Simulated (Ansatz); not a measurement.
Results of r²SCAN+rVV10 in Ansatz (plane waves, PAW) for InP (model structure, started from the BeO type, P4₂/mnm, No. 136, 8 atoms in the cell).

Settings: plane-wave cutoff 560 eV, 6×6×10 k mesh (along the axes of the cell as run), Fermi–Dirac smearing 0.01 eV, scalar-relativistic PAW data made under PBE.

Cell (relaxed at this level):

```
InP
1.0
    7.17072     0.00000     0.00000
    0.00000     7.17072     0.00000
    0.00000     0.00000     4.17750
In P
4 4
Direct
  0.32225   0.67775   0.00000
  0.67775   0.32225   0.00000
  0.82225   0.82225   0.50000
  0.17775   0.17775   0.50000
  0.31801   0.31801   0.00000
  0.68199   0.68199   0.00000
  0.18199   0.81801   0.50000
  0.81801   0.18199   0.50000
```

Problem. Predict the band gap.

Solution. 
band gap: 1.20 eV (on the SCF k mesh)

Note: the relaxation could raise the start's symmetry but not lower it, so the cell can be a saddle point.

Spin–orbit coupling is not included.

Computed values are for the static lattice.

The result took around 8 core-minutes (rough).

A model structure was made by putting elements into a prototype or built by hand; it is no filed structure, need not be a known phase, and can be a saddle point held by its symmetry.

Ansatz is a quantum-chemistry and plane-wave program.
